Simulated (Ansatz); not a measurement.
# Short convergence ladders for the (001) slab of Ba4As2O (cut from a parent of space group no. 139; 14 atoms in the cell)

```yaml
crystal:
  lattice:
    - [5.18653, 0.00000, 0.00000]
    - [0.00000, 5.18653, 0.00000]
    - [0.00000, 0.00000, 28.76290]
  atoms:
    - { symbol: Ba, position: [0.50000, 0.50000, 0.75663] }
    - { symbol: Ba, position: [0.00000, 0.00000, 0.24337] }
    - { symbol: Ba, position: [0.00000, 0.50000, 0.65082] }
    - { symbol: Ba, position: [0.50000, 0.00000, 0.65082] }
    - { symbol: As, position: [0.50000, 0.50000, 0.26736] }
    - { symbol: As, position: [0.00000, 0.00000, 0.73264] }
    - { symbol: O, position: [0.50000, 0.50000, 0.65082] }
    - { symbol: Ba, position: [0.00000, 0.00000, 0.45499] }
    - { symbol: Ba, position: [0.50000, 0.50000, 0.54501] }
    - { symbol: Ba, position: [0.50000, 0.00000, 0.34918] }
    - { symbol: Ba, position: [0.00000, 0.50000, 0.34918] }
    - { symbol: As, position: [0.00000, 0.00000, 0.56900] }
    - { symbol: As, position: [0.50000, 0.50000, 0.43100] }
    - { symbol: O, position: [0.00000, 0.00000, 0.34918] }
```

Base method: PBEsol, default PAW files made with PBE (plane waves; Ansatz, an electronic-structure program).

Base settings: basis.ecutwfc = 420 eV; kpoints.mp_grid.grid = 2 2 1; hamiltonian.xc = pbesol; hamiltonian.pseudopotentials = {kind: paw} (the program's default PAW files); scf.occupations.method = fermi_dirac; scf.occupations.width = 0.05 eV.

The count of work is k-points × plane waves × bands × iterations; it is no time. Core times come from one kind of shared machine, to one figure; runs under 30 s give none.

**The vacuum**

The mesh stays at the base's, so the ladder's end is converged at best in this setting alone.

Only quantities that move along the ladder and can be compared are tabulated; the gap is left out on so coarse a mesh.

```tsv
vacuum between outermost atoms (Å)	free energy less the last step's (meV/atom)	largest difference of a force vector from the last step's (eV/Å)	count of work / last
3.0	-98.08	0.724	0.35
4.0	-41.83	0.485	0.37
5.0	-13.99	0.222	0.44
6.0	-3.78	0.078	0.51
7.0	-0.81	0.018	0.54
8.0	-0.09	0.002	0.51
10.0	0.06	0.001	0.55
12.0	0.02	0.000	0.60
14.0	0.02	0.000	0.64
17.0	0.03	0.000	0.71
20.0	0.02	0.000	0.77
25.0	0.01	0.000	0.89
30.0	0.00	0.000	1.0
```

Smallest vacuum between outermost atoms (Å) that holds the free energy within 1 meV/atom of the last step, with all finer ones: 7.0; the step before is off by 3.8 meV/atom.

Smallest vacuum between outermost atoms (Å) that holds the forces within 0.02 eV/Å of the last step, with all finer ones: 7.0; the step before is off by 0.078 eV/Å.

**The k-point mesh**

Only quantities that move along the ladder and can be compared are tabulated.

```tsv
kpoints.mp_grid.grid	free energy less the last step's (meV/atom)	largest difference of a force vector from the last step's (eV/Å)	gap on the mesh (eV)	count of work / last	core time / last (rough)
2 2 1	54.99	0.146	0.680	0.11	–
3 3 1	6.55	0.015	0.719	0.095	–
4 4 1	2.88	0.016	0.721	0.19	0.2
5 5 1	1.06	0.005	0.724	0.21	0.2
6 6 1	0.41	0.001	0.726	0.36	0.3
7 7 1	0.16	0.001	0.727	0.36	0.4
8 8 1	0.07	0.000	0.728	0.54	0.5
9 9 1	0.03	0.000	0.728	0.54	0.5
10 10 1	0.01	0.000	0.728	0.75	0.7
12 12 1	0.00	0.000	0.728	1.0	1
```

Coarsest kpoints.mp_grid.grid that holds the forces within 0.02 eV/Å of the last step, with all finer ones: 3 3 1, at 0.095 of the last step's count of work; the step before is off by 0.15 eV/Å.

Coarsest kpoints.mp_grid.grid that holds the free energy within 5 meV/atom of the last step, with all finer ones: 4 4 1, at 0.19 of the last step's count of work and about 0.2 of the last step's time; the step before is off by 6.5 meV/atom.

**The plane-wave cutoff**

The mesh stays at the base's, so the ladder's end is converged at best in this setting alone.

Only quantities that move along the ladder and can be compared are tabulated; the gap is left out on so coarse a mesh.

```tsv
basis.ecutwfc	free energy less the last step's (meV/atom)	largest difference of a force vector from the last step's (eV/Å)	count of work / last
210 eV	1857.02	0.085	0.14
250 eV	504.98	0.031	0.16
295 eV	105.80	0.004	0.21
355 eV	13.71	0.001	0.27
420 eV	1.20	0.000	0.35
505 eV	0.18	0.000	0.47
630 eV	0.06	0.000	0.65
840 eV	0.00	0.000	1.0
```

Coarsest basis.ecutwfc that holds the forces within 0.01 eV/Å of the last step, with all finer ones: 295 eV, at 0.21 of the last step's count of work; the step before is off by 0.031 eV/Å.

Coarsest basis.ecutwfc that holds the free energy within 2 meV/atom of the last step, with all finer ones: 420 eV, at 0.35 of the last step's count of work; the step before is off by 14 meV/atom.

On the base run: the starting cell comes from a database of computed structures (which also holds hypothetical and non-ambient phases and stackings), without a prior relaxation at this level. The slab is cut from that crystal, and its faces are unrelaxed. Its lattice was rescaled by up to half a per cent. Spin polarisation is off, though cut faces can carry moments; a gap of a slab can lie between surface states.

Keys are those of Ansatz 0.2.
